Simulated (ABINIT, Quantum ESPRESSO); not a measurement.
An ABINIT input for a self-consistent single point of CaSiAu (P-6m2, 3 atoms in the cell) (DFT, PBEsol, plane waves, PAW (JTH v2.0 PBE PAW, files made for PBE)):

```
# CaSiAu, JTH v2.0 PBE PAW
pp_dirpath "./"
pseudos "Ca.GGA_PBE-JTH.xml, Si.GGA_PBE-JTH.xml, Au.GGA_PBE-JTH.xml"
acell 3*1.0 Angstrom
rprim
         4.2410382041   -0.0000000474    0.0000000000
        -2.1205190610    3.6728468469    0.0000000000
         0.0000000000    0.0000000000    3.8636500000
natom 3
ntypat 3
znucl 20 14 79
typat 1 2 3
xred
         0.0000000000    0.0000000000    0.0000000000
         0.6666666667    0.3333333333    0.5000000000
         0.3333333333    0.6666666667    0.5000000000
ecut 707 eV
pawecutdg 1415 eV
pawxcdev 0
ixc -116133
occopt 7
tsmear 0.136 eV
nband 18
kptopt 1
ngkpt 6 6 6
nshiftk 1
shiftk 0 0 0
nstep 100
tolvrs 1.0e-12
prtwf 0
prtden 0
```

Task: Write the same calculation as an input for Quantum ESPRESSO.

Result: This is the input that was run; spellings and numerical settings could be chosen otherwise.

```fortran
&CONTROL
  calculation = 'scf',
  prefix = 'run',
  outdir = './tmp/',
  pseudo_dir = './',
  tprnfor = .true.,
  tstress = .true.,
/
&SYSTEM
  ibrav = 0,
  nat = 3,
  ntyp = 3,
  ecutwfc = 80,
  occupations = 'smearing',
  smearing = 'gaussian',
  degauss = 0.0099958,
/
&ELECTRONS
  conv_thr = 1.0e-11,
  mixing_beta = 0.4,
/
ATOMIC_SPECIES
Ca    40.0780  Ca.upf
Si    28.0850  Si.upf
Au   196.9666  Au.upf
CELL_PARAMETERS {angstrom}
   4.241038204     0.000000000     0.000000000
  -2.120519102     3.672846823     0.000000000
   0.000000000     0.000000000     3.863650000
ATOMIC_POSITIONS {alat}
Ca    0.000000000    0.000000000    0.000000000
Si    0.500000000    0.288675135    0.455507568
Au    0.000000000    0.577350269    0.455507568
K_POINTS {automatic}
6 6 6  0 0 0
```

Basis settings and potentials, where a program has them, do not carry over. This input uses DFT, PBEsol, plane waves, PseudoDojo standard norm-conserving (PBESOL) pseudopotentials. Both were run: pressure 3.21 GPa in ABINIT and 3.06 in Quantum ESPRESSO.

On Quantum ESPRESSO: the starting cell comes from a database of computed structures (which also holds hypothetical and non-ambient phases and stackings), without a prior relaxation at this level. For this run, on top of that: lattice scaled by 0.98. With a pressure of about 3 GPa the cell is away from its equilibrium volume at this level.

On ABINIT: the starting cell comes from a database of computed structures (which also holds hypothetical and non-ambient phases and stackings), without a prior relaxation at this level. For this run, on top of that: lattice scaled by 0.98. The potentials were made for another functional than the one used. With a pressure of about 3 GPa the cell is away from its equilibrium volume at this level.
